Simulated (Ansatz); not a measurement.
**SmCu2 (Imma, No. 74; cell taken from a computed entry)**

Level of theory: PBEsol in Ansatz (PAW).

Run with plane-wave cutoff 500 eV, 16×16×16 k mesh, Fermi–Dirac smearing 0.1 eV, spin-polarised start, scalar-relativistic PAW data made under PBE.

Cell (relaxed at this level):

Space group Imma (No. 74); a = 4.332 Å, b = 6.906 Å, c = 7.268 Å, α = β = γ = 90.00°

| atom | site | symmetry | x | y | z |
|---|---|---|---|---|---|
| Sm | 4e | mm2 | 0.0000 | 0.2500 | 0.5485 |
| Cu | 8h | m.. | 0.0000 | 0.0617 | 0.1634 |
(The calculation used a cell of 6 atoms; values per cell refer to that cell.)

```json
{
 "band_gap": "zero (no gap)"
}
```

Note: the magnetic order was assumed, not searched for or taken from measurement; the relaxation could not lower the start's symmetry, so the cell can be a saddle point above a distorted one; the 4f shell is treated without U or exact exchange, so its levels and filling can be wrong.

Spin–orbit coupling is not included.

The computed numbers hold no vibrational or temperature effects.

It cost very roughly 110 core-minutes of CPU time.

Ansatz is a program for electronic structure.
